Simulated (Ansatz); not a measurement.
Results of LDA (Ansatz, a first-principles code, PAW) for WO₃ (P6/mmm, No. 191, 12 atoms in the cell; start COD 1004057; the formula has other measured phases).

Numerical settings: plane-wave cutoff 520 eV, 6×6×10 k mesh (along the axes of the cell as run), Fermi–Dirac smearing 0.01 eV, no spin polarisation, scalar-relativistic PAW data made under PBE.

Cell (relaxed at this level):

Space group P6/mmm (No. 191); a = 7.347 Å, b = 7.347 Å, c = 3.777 Å, α = 90.00°, β = 90.00°, γ = 120.00°

```csv
atom,site,symmetry,x,y,z
W,3f,mmm,0.0000,0.5000,0.0000
O,3g,mmm,0.5000,0.5000,0.5000
O,6l,mm2,0.2147,0.4295,0.0000
```

Predict the band gap, smallest direct gap on the k points sampled and direct gap at Γ.


* **band gap**: 0.61 eV
* **smallest direct gap on the k points sampled**: 1.37 eV
* **direct gap at Γ**: 1.64 eV

Note: the relaxation could not lower the start's symmetry, so a distorted cell can lie lower.

Spin–orbit coupling is not included.

The result took about 60 core-seconds (a rough figure).
